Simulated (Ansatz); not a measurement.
## Input and output of a self-consistent single point for MgPd₅ (R3, 6 atoms in the cell) (Ansatz)

Method of the run: PBEsol, default PAW files made with PBE (plane waves; Ansatz, a first-principles code).

Input:

Ansatz 0.2 input:
```yaml
# MgPd5
crystal:
  lattice:
    - [2.41504500, 1.39432700, 4.57237500]
    - [-2.41504500, 1.39432700, 4.57237500]
    - [0.00000000, -2.78865400, 4.57237500]
  atoms:
    - { symbol: Mg, position: [0.00364500, 0.00364500, 0.00364500] }
    - { symbol: Pd, position: [0.50000000, 0.83165500, 0.16834500] }
    - { symbol: Pd, position: [0.16834500, 0.50000000, 0.83165500] }
    - { symbol: Pd, position: [0.83165500, 0.16834500, 0.50000000] }
    - { symbol: Pd, position: [0.33173300, 0.33173300, 0.33173300] }
    - { symbol: Pd, position: [0.66826700, 0.66826700, 0.66826700] }
basis:
  ecutwfc: 420.0
kpoints:
  mp_grid: { grid: [5, 5, 5] }
hamiltonian:
  xc: pbesol
  pseudopotentials: { kind: paw }
scf:
  occupations: { method: gaussian, width: 0.1 }
output:
  forces: true
  eigenvalues: true
  stress: true
```

Output, abridged:

```
WARN ansatz: RAYON_NUM_THREADS=1 ignored (pool sized by the plan → 1); use --threads N
Pseudopotentials: kind: paw
Pseudopotential: Mg, paw, valence charge 10
Pseudopotential: Pd, paw, valence charge 18
Crystal: 6 atoms, lattice volume = 92.381 Å³
Basis set: ecut = 420 eV, 1767 PW (Γ), exchange–correlation on 72×72×72 points (8 copies of the dense FFT grid, shifted against one another)
Bands: 60, of which v1, the nominal top of the filled ones, is band 50 counted from 1 (49 counted from 0)
Symmetry: 3 space group operations
Space group: R3 (ITA 146), of the structure as read, at distance tolerance 4.5e-5 Å
k-points: 23 of 125 (time reversal used)
PAW frozen core: Mg, regenerated for the run's functional, and the local potential with it
PAW frozen core: Pd, regenerated for the run's functional, and the local potential with it
Initial density: superposition of atomic densities (neutral atoms: chi_scale 0, normalization atom), corrected by the library's trained network
Initial wavefunctions: pseudopotential atomic-orbital guess
Eigensolver: davidson
Functional: x = pbesol(κ = 0.804, μ = 0.12345679012345678), c = pbesol(β = 0.046)
SCF iter   1: F=—  HF=-36447.103308 eV  |F-HF|=—  |Δ(HF+E_count)|=         —  Δρ=1.03e-2  dr2=9.13e-2  ethr=1.77e-3  ⟨swp⟩=5.4  Hψ=4890  notcnv=0  defer=37
all-band conjugate gradients solve this SCF's bands
preconditioner: auto → Kerker (q_TF=auto, 2.765 Å⁻¹)
SCF iter   2: F=—  HF=-36447.085969 eV  |F-HF|=—  |Δ(HF+E_count)|=   1.73e-2  Δρ=4.06e-3  dr2=1.51e-2  ethr=9.13e-5  ⟨swp⟩=1.4  Hψ=1819  notcnv=0  defer=40
SCF iter   3: F=—  HF=-36447.082824 eV  |F-HF|=—  |Δ(HF+E_count)|=   3.14e-3  Δρ=7.76e-4  dr2=6.42e-4  ethr=1.51e-5  ⟨swp⟩=2.1  Hψ=1720  notcnv=0  defer=40
SCF iter   4: F=—  HF=-36447.082741 eV  |F-HF|=—  |Δ(HF+E_count)|=   8.23e-5  Δρ=1.78e-4  dr2=5.56e-5  ethr=6.42e-7  ⟨swp⟩=2.2  Hψ=1707  notcnv=0  defer=40
SCF iter   5: F=—  HF=-36447.082722 eV  |F-HF|=—  |Δ(HF+E_count)|=   1.95e-5  Δρ=5.64e-5  dr2=5.77e-6  ethr=5.56e-8  ⟨swp⟩=2.5  Hψ=1788  notcnv=0  defer=40
SCF iter   6: F=—  HF=-36447.082720 eV  |F-HF|=—  |Δ(HF+E_count)|=   1.68e-6  Δρ=1.88e-5  dr2=3.85e-7  ethr=5.77e-9  ⟨swp⟩=2.0  Hψ=1857  notcnv=0  defer=40
SCF iter   7: F=-36447.082720 eV  HF=-36447.082720 eV  |F-HF|=2.65e-8  |Δ(HF+E_count)|=   9.91e-8  Δρ=5.64e-6  dr2=3.36e-8  ethr=1.00e-10  ⟨swp⟩=8.7  Hψ=5256  notcnv=0
SCF 1 converged in 7 iterations: F = -36447.082720 eV  dr2 = 3.36e-8
SCF converged after 7 iterations
Free energy (F): -36447.082720 eV
Harris-Foulkes:  -36447.082720 eV  (|F-HF|=2.65e-8)
Internal energy: -36447.036831 eV  (E = F + TS)
E sigma→0 (E₀):  -36447.059776 eV
Entropy (-TS):   -0.045889 eV (-7.648 meV/atom)
Fermi energy:    16.796955 eV
--- Per-component energies (eV) ---
  E_band       = -1162.955492
  E_kinetic    = 2645.101462
  E_local      = -10928.992093  (includes V_loc(G=0)·N_el)
  E_nonlocal   = 1192.801261
  E_hartree    = 4348.670455
  E_xc         = -866.872204
  E_vxc        = -1092.735832  (∫ρ·V_xc dr)
  E_paw        = -18706.374799  (= ΣΔE_a)
  E_vpaw       = -1676.464181  (= ΣTr[D̂ρ^β])
  E_aug_tail   = 0.001082  (compensation charges beyond the density's cutoff)
  E_ewald      = -14132.943478
  E_core_change = 1.571483  (= ΣΔE_core)
  E_smearing   = -0.045889  (= −TS)
  E_closure    = -0.000000  (closes the sum)
  Σ components = -36447.082720   (vs F -36447.082720, Δ=0.00e0)
--- Forces (eV/Å), atoms counted from 1 ---
  atom   1  Mg     0.00000000     0.00000000    -0.22637030
  atom   2  Pd     0.08559770    -0.02724496     0.08237503
  atom   3  Pd    -0.01920402     0.08775226     0.08237503
  atom   4  Pd    -0.06639367    -0.06050730     0.08237503
  atom   5  Pd     0.00000000    -0.00000000    -0.02902067
  atom   6  Pd     0.00000000    -0.00000000     0.00826103
  max |Σ_I F_I| component: 4.87e-6 eV/Å
--- Stress (GPa, compression-positive) ---
       -5.734619      -0.000000       0.000000
        0.000000      -5.734619       0.000000
        0.000000       0.000000      -6.315142
  P = ⅓ Tr σ = -5.9281 GPa (-59.281 kbar)
  The stress holds the Pulay correction. Without it, at fixed plane waves, as pw.x and ABINIT print it: P = -5.9637 GPa
--- Band table (eV; the first three rows and the last of 23) ---
  k-point 0: bands = ["-67.0260", "-66.9897", "-66.9897", "-66.8384", "-66.8171", "-57.4578", "-32.8673", "-32.8627", "-32.8265", "-32.8265", "-32.8074", "-32.7570", "-32.7570", "-32.6349", "-32.6349", "-32.6114", "-32.6114", "-32.5721", "-32.5256", [...]
  k-point 1: bands = ["-67.0219", "-66.9921", "-66.9911", "-66.8367", "-66.8189", "-57.4578", "-32.8963", "-32.8706", "-32.8297", "-32.7781", "-32.7655", "-32.7589", "-32.7493", "-32.6687", "-32.6444", "-32.6155", "-32.6034", "-32.5717", "-32.5334", [...]
  k-point 2: bands = ["-67.0117", "-67.0000", "-66.9932", "-66.8328", "-66.8232", "-57.4578", "-32.9228", "-32.8386", "-32.8049", "-32.7741", "-32.7567", "-32.7482", "-32.7157", "-32.7064", "-32.6718", "-32.6114", "-32.5994", "-32.5674", "-32.5501", [...]
  k-point 22: bands = ["-67.0204", "-66.9922", "-66.9912", "-66.8383", "-66.8189", "-57.4578", "-32.8823", "-32.8615", "-32.7762", "-32.7652", "-32.7607", "-32.7452", "-32.7378", "-32.6778", "-32.6414", "-32.6287", "-32.6206", "-32.6014", [...]
```

The run converged in 7 iterations.

The starting cell comes from a database of computed structures (which also holds hypothetical and non-ambient phases and stackings), without a prior relaxation at this level. Its lattice was rescaled by up to half a per cent. One atom was moved a little off its site on purpose. Spin polarisation is off. With a pressure of about -6 GPa the cell is away from its equilibrium volume at this level. Ansatz's pressure includes its estimate of the finite-basis (Pulay) stress.
